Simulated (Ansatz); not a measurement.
**The (211) surface of tetragonal WSi2 in its 1x1 cell (cut with top plane W, bottom plane W), outermost plane spacing 0.48 Å in the ideal cut (one of several cuts of this face), with 1 W a cell over the bulk's ratio**

Method: PBE (plane waves to 420 eV, PAW; Ansatz, a first-principles code).

Model: 22-atom slab, Si14W8, 9.9 Å thick at the start (thin: gaps and levels are the slab's own), 9x6x1 mesh, Fermi-Dirac 0.1 eV, dipole correction, all atoms relaxed; held to the start's symmetry, so lower structures may exist; no spin, no spin-orbit, no U.

| Quantity | Result |
|---|---|
| work function of the top face | 3.82 eV |
| energy released by relaxation | 0.89 eV |
| cost | roughly 23 core-minutes |
